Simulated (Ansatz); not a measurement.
## Nb: Nb → Sb

Start from Nb in the bcc (W type) structure (space group Im-3m, No. 229; a = 3.2713 Å).

The change: Sb takes the place of Nb on all its sites; the structure is relaxed again.

Method: PBEsol (Ansatz, a quantum-chemistry and plane-wave program), without spin-orbit coupling. k-mesh 18×18×18 (Γ-centred); smearing 0.05 eV (Fermi–Dirac), for the changed cell.

The volume per atom goes up by 8.44 Å³ to 25.94 Å³ and the lattice parameter a grows by 45.84 pm, from 327.1 pm to 373.0 pm. The shortest interatomic distance goes up by 39.7 pm (283.3 pm → 323.0 pm) and the band gap remains zero.

Final structure:

```
CELL_PARAMETERS angstrom
     -1.86481     1.86481     1.86481
      1.86481    -1.86481     1.86481
      1.86481     1.86481    -1.86481
ATOMIC_POSITIONS crystal
  Sb 0.00000 0.00000 0.00000
```

Stability against distortions was not tested. For Sb in this form, whether it has been made was not checked. The final runs are not spin-polarised. This is not the structure that Sb has at room temperature and ambient pressure.
